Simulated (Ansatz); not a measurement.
Mo (Im-3m): resistivity at 300 K (Ansatz, a first-principles code; PBEsol, DFPT electron-phonon coupling, linearised Boltzmann equation; standard settings: smearing 0.2 eV, k spacing 0.2 Å⁻¹). Costs are rough ratios of processor time of the main run on one kind of shared machine; misses are against the row 'q mesh 8x8x8, k mesh 3 times that'.

```tsv
Setting	relative cost	resistivity at 300 K	miss
phonons Fourier-interpolated without the electron-hole self-energy	1	5.67 μΩ·cm	+6 %
standard settings	1	5.36 μΩ·cm	0 %
smearing 0.1 eV, k spacing 0.13	3	5.33 μΩ·cm	0 %
q mesh 8x8x8, k mesh 3 times that	5	5.34 μΩ·cm	reference
```

Problem. Which is the cheapest setting within 5 % of the reference, and what does it save?

Solution. standard settings, at relative cost 1 against 5.

Metals; harmonic phonons alone scatter; means over directions. Halving the electron mesh moves these values by up to 1 %. Some of the runs warned that the eigensolver left states short of its tolerance. Spin-orbit coupling is left out unless a row names it. The reference is the dearest or best setting run, not the exact answer. Each row changes only the settings that it names (k spacings in Å⁻¹).
